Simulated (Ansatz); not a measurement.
The parent structure is KF in the NiAs type structure (space group P6_3/mmc, No. 194; a = 3.661 Å, c = 6.479 Å; a hypothetical phase, not in the database extracts checked). Axes: x lies along a and z along c of the hexagonal cell.

Level of theory: r2SCAN (Ansatz, a first-principles code, PAW, no SOC).

Base values:

```
Item                                  Value
---------------------  --------------------
Gap character                   direct at Γ
Valence-band top at Γ  0.00, 0.00, -0.07 eV
```

One thing is altered: the cell is compressed by 2.49 % along x with no lateral relaxation, atoms relaxed at fixed cell.

Question: What does the calculation give for the largest internal atomic displacement after the change?

Answer: The largest internal atomic displacement amounts to 0.019 Å.

Question: Predict the new gap character.

Answer: The gap character is still direct at Γ.

Question: How does this affect the valence-band top at Γ?

Answer: The valence-band top at Γ (three highest levels, from the VBM) goes from 0.00, 0.00, -0.07 eV to 0.00, -0.03, -0.10 eV.

The cells carry an imposed strain or load. No phonon test of stability was made. k-point labels follow each cell's own Brillouin zone.
